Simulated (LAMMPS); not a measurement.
LAMMPS 22 Jul 2025, classical MD, SNAP (Si_Zuo_JPCA2020.snapcoeff): Si, 512 atoms.

```json
{
 "task": "MD, nve",
 "potential": "SNAP, Si_Zuo_JPCA2020.snapcoeff Si_Zuo_JPCA2020.snapparam",
 "copies_of_the_repeat_unit": "4×4×4",
 "shape (slab and sphere leave vacuum in the box)": "bulk",
 "neighbor_skin": "2 Å",
 "neigh_modify": "every 1 delay 0 check yes",
 "newton": "on (default)",
 "atom_modify sort (bins of 2 Å where set)": "1000 (default)",
 "comm_style": "brick (default)",
 "box": "21.7 × 21.7 × 21.7 Å",
 "start": "generated diamond lattice, warmed in an untimed run"
}
```

All runs start from one configuration, warmed at this fixed volume for 300 steps under a thermostat at 900 K. The run at the shortest step has a mean temperature of 899 K and a mean pressure of 2.4 GPa.

Each run covers about 0.40 ps at constant energy (mean temperature 899 K at the shortest step); σ is the standard deviation over the printed steps. Each setting ran once; only counts and results are compared.

Steps tried: 0.5 fs, 1 fs, 2 fs, 2.5 fs, 4 fs, 5 fs, 8 fs, 10 fs, 16 fs, 20 fs, 32 fs.

Question: Up to which step does the ratio σ(E total)/σ(E kinetic) stay under 10 %, and what happens beyond?

Answer: 8 fs. The run fails or blows up at 16 fs, 20 fs, 32 fs.

```tsv
time step	σ(E total)/σ(E kinetic)	last minus first total energy (meV/atom)	mean temperature (K)
0.5 fs	0.00025	under 0.001	899
1 fs	0.0010	under 0.001	899
2 fs	0.0040	+0.0020	898
2.5 fs	0.0063	+0.0042	896
4 fs	0.016	+0.045	892
5 fs	0.026	+0.10	887
8 fs	0.074	+0.53	868
10 fs	0.14	+1.1	851
16 fs	blows up (past 6000 K or 20 GPa)	—	—
20 fs	stops: Lost atoms	—	—
32 fs	stops: Lost atoms	—	—
```

The bar is a choice.
